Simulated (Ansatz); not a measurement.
## A computed series for Pd: thickness series

Base system: Pd in the fcc (Cu type) structure (space group Fm-3m, No. 225; a = 3.908 Å). Axes: x, y, z lie along the cube axes.

Free-standing slabs (1 atom(s) a layer) normal to [111] with 15 Å of vacuum; in-plane cell held at bulk.

The values are results of plane-wave PAW DFT at the r2SCAN level (Ansatz, an electronic-structure program, 500 eV), scalar-relativistic without spin-orbit coupling, not measurements.

Notes on the quantities. excess energy per area of both faces: slab less bulk energy over the cell's area: twice a surface energy; uncertain by up to 0.2 J/m²; layer's space group: with vacuum.

| case | excess energy per area of both faces | layer's space group | thickness between the outermost nuclei |
|---|---|---|---|
| 1 layer | – | P6/mmm (No. 191) | – |
| 2 layers | 3.06 J/m² | P-3m1 (No. 164) | 2.27 Å |
| 3 layers | 3.1 J/m² | P-3m1 (No. 164) | 4.53 Å |
| 4 layers | 3.0 J/m² | P-3m1 (No. 164) | 6.78 Å |
| 5 layers | 3.1 J/m² | P-3m1 (No. 164) | 9.02 Å |
| 6 layers | 3.1 J/m² | P-3m1 (No. 164) | 11.29 Å |
| 7 layers | 3.0 J/m² | P-3m1 (No. 164) | 13.54 Å |

Slab and bulk use different k-meshes, which limits the precision of the excess energy. Whether these cells are dynamically stable was not tested. The final runs are not spin-polarised. Pd has a high density of states at the Fermi level and may be magnetic at this level.
